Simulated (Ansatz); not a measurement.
How far PBE and r2SCAN part for ScAl3

Consider ScAl3 in the Cu3Au type structure (space group Pm-3m, No. 221; a = 4.1054 Å).

(Cell as relaxed with PBE.)

Levels (all Ansatz, a first-principles code, PAW, earlier PAW set): PBE (420 eV, no spin-orbit coupling); r2SCAN (500 eV, no SOC).

Each level relaxes its own structure.

| quantity | PBE | r2SCAN |
|---|---|---|
| volume per atom | 17.30 Å³ | ___ |
| lattice parameter a | 4.105 Å | ___ |
| band gap | zero | ___ |

### Question
Given the PBE results, estimate those of r2SCAN.

### Answer

- volume per atom, r2SCAN: 17.06 Å³
- lattice parameter a, r2SCAN: 4.086 Å
- band gap, r2SCAN: zero

PBE's volume per atom lies 0.24 Å³ above r2SCAN's (1.4 %); PBE's lattice parameter a lies 0.019 Å above r2SCAN's (0.5 %); the two agree on the band gap. Neither level is exact; r2SCAN is the comparison here, not a measurement.

Stability against distortions was not tested. All final runs are without spin polarisation.
